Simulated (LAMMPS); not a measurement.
Surface tension of the liquid across the composition of Ni (fcc) with a share x of Ni sites Pt; each row has its own temperature.

Computed with classical MD, pair style eam, the elements' _u3.eam files (universal-3 set of Foiles, Baskes and Daw), run in LAMMPS.

| x | surface tension | T (K) |
|---|---|---|
| 0.25 | 0.86 ± 0.03 N/m | 2170 |
| 0.5 | 0.88 ± 0.03 N/m | 2260 |
| 0.75 | 1.00 ± 0.02 N/m | 2360 |

The ± values are statistical; the model's systematic error is not in them.
